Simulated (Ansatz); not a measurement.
Input:

```
CELL_PARAMETERS angstrom
      0.00000     2.81670     2.81670
      2.81670     0.00000     2.81670
      2.81670     2.81670     0.00000
ATOMIC_POSITIONS crystal
  Zn 0.00000 0.00000 0.00000
  Se 0.25000 0.25000 0.25000
```

Method: r2SCAN with spin-orbit coupling, rigid bands (plane waves, PAW; Ansatz, an electronic-structure program). How the cell was made: cell and atoms relaxed with PBEsol.

### Question
Predict the electron conductivity mass (n e² τ/σ) at 300 K, by direction if it differs.

### Answer
0.135 mₑ.

### Question
Predict the hole conductivity mass (n e² τ/σ) at 300 K, by direction if it differs.

### Answer
0.67 mₑ.

### Question
And the band gap?

### Answer
1.82 eV at this level; semilocal functionals usually fall short of the measured gap.

Rigid bands, one relaxation time for all states, no polarons. Geometry: cell and atoms relaxed with PBEsol.
